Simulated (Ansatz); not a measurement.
The reference is TiPt$_{3}$ in the Cu3Au type structure (space group Pm-3m, No. 221; a = 3.8996 Å; relaxed with 0.1 eV smearing). Axes: x, y, z lie along the cube axes.

Level of theory: PBEsol (Ansatz, a program for electronic structure), no SOC.

Before the change:

The pressure is 0.0 GPa.

Modification: a pure shear with ε_xy = ε_yx = 0.0167; the atoms relax in the strained cell.

Predict the new pressure.

The pressure (mean of the normal stresses, compression positive) goes from zero to 0.4 GPa.

No phonon test of stability was made. The final runs are not spin-polarised.
